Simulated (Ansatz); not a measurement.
Report: diamond-structure Si (Fd-3m), hydrostatic pressure

Cell and atoms are relaxed with PBEsol to each stress (compression positive); bands and masses by r2SCAN with spin-orbit coupling, rigid bands (plane waves, PAW; Ansatz, a first-principles code).

```xyz
2
Lattice="0.0000 2.7168 2.7168 2.7168 0.0000 2.7168 2.7168 2.7168 0.0000" Properties=species:S:1:pos:R:3 pbc="T T T"
Si     0.0000     0.0000     0.0000
Si     1.3584     1.3584     1.3584
```

```csv
stress (GPa),ln(V/V₀) (%),gap (eV),mean mₑ*
-5.40,6.64,0.855,0.29
-3.60,4.20,0.816,0.28
-1.80,2.00,0.780,0.28
0,0,0.745,0.28
1.80,-1.84,0.713,0.28
3.60,-3.56,0.681,0.28
7.20,-6.67,0.619,0.28
10.80,-9.45,0.562,0.27
```

 Masses are conductivity masses at 300 K in electron masses, harmonic means over x, y and z.

Problem. Estimate the bulk modulus from the two loads next to zero.

Solution. B ≈ −Δp/Δln V = 3.60 GPa/3.84 % = 94 GPa (PBEsol), a mean over this interval.

Problem. How fast does the gap move on either side of zero load?

Solution. Under tension, (0.816 − 0.745) eV over -3.60 GPa = -20 meV/GPa, or about 1.7 eV per unit ln V; under compression, (0.681 − 0.745) eV over 3.60 GPa = -18 meV/GPa, or about 1.8 eV per unit ln V. The two slopes part by 2 meV/GPa; gaps are resolved to about 0.01 eV, which allows 6 meV/GPa, so these rows don't tell them apart.

Masses are those of dilute carriers in rigid bands with one relaxation time, without polarons. Third decimals of gaps are kept for the arithmetic. Every relaxation keeps the diamond-structure phase (space group Fd-3m under this load), so a transition, a distortion that breaks the symmetry or fracture can't show.
